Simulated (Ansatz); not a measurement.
System: BN (model structure, started from the rocksalt type, Fm-3m, No. 225, 2 atoms in the cell). Method: r²SCAN (plane waves, PAW; Ansatz, a quantum-chemistry and plane-wave program).

Numerical settings: plane-wave cutoff 560 eV, 16×16×16 k mesh, Fermi–Dirac smearing 0.01 eV, scalar-relativistic PAW data made under PBE.

Cell (relaxed at this level):

```xyz
2
Lattice="0.0000 1.7458 1.7458 1.7458 0.0000 1.7458 1.7458 1.7458 0.0000" Properties=species:S:1:pos:R:3 pbc="T T T"
N      0.0000     0.0000     0.0000
B      1.7458     1.7458     1.7458
```

### Question
Estimate the band gap, Γ–Γ gap and bulk modulus that the calculation returns.

### Answer

* **band gap**: 1.39 eV (on the SCF k mesh)
* **Γ–Γ gap**: 10.71 eV
* **bulk modulus**: 398 GPa

Note: the bulk modulus is −V dP/dV from two relaxed cells at ±2 % in volume; the relaxation could raise the start's symmetry but not lower it, so the cell can be a saddle point.

The result took roughly 7 core-seconds.

A model structure was made by putting elements into a prototype or built by hand; it is no filed structure, need not be a known phase, and can be a saddle point held by its symmetry.
